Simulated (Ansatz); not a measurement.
S on the Si site (S_Si) in silicon (start: the Si site; 64-site cell, 2×2×2 shifted sampling), impurity bounded by its compound with the host (Δμ(Si) = 0.00 eV, Δμ(S) = -1.03 eV, bounded by SiS2 (Ibam); only phases computed here count, gases as isolated molecules at 0 K). The numbers are results of PBE, PAW (plane waves to 420 eV; Ansatz, an electronic-structure program), not measurements. In charge state +1 (moment 1.0 μB) the formation energy is 1.83 eV with the Fermi level at the valence-band maximum; take the Fermi level 0.20 eV above it, where this charge is the stable one. The crystal has 4.89 × 10^22 Si sites per cm³.

**Question.** Estimate the equilibrium concentration at 1300 K in the dilute limit, leaving out vibrational entropy and degeneracy.

**Answer.** E_f = 1.83 + (+1)(0.2) = 2.03 eV; kT = 0.1120 eV; c = N exp(−E_f / kT) = 4.89 × 10^22 × exp(−18.1) ≈ 7 × 10^14 cm^-3. An error of 0.2 eV in E_f moves this by a factor of 6.
